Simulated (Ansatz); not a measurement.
Effect of electrons 7.0×10^20 cm⁻³ on BN

Consider BN in the zinc blende structure (space group F-43m, No. 216; a = 3.625 Å).

Modification: 0.00833 electrons added to each cell, a density of 7.0×10^20 cm⁻³, with a uniform compensating background at fixed cell and a 300 K Fermi–Dirac width.

Calculations: PBE (Ansatz, an electronic-structure program), without spin-orbit coupling. Γ-centred 36×36×36 mesh, Fermi–Dirac width 0.0259 eV.

```json
[
 {"quantity": "gap between the host's bands", "base": "4.46 eV", "changed": "4.46 eV", "shift": "-0.008 eV"},
 {"quantity": "gap character", "base": "indirect, Γ → X", "changed": "indirect, Γ → X", "shift": "–"},
 {"quantity": "Fermi level relative to the doped band's edge (positive inside the band; to 0.05 eV)", "base": "–", "changed": "+0.30 eV", "shift": "–"}
]
```

Carriers are added with a uniform compensating background; total energy and stress of such cells depend on the potential's zero and are not compared; many-body gap narrowing is missing at this level. No phonon test of stability was made.
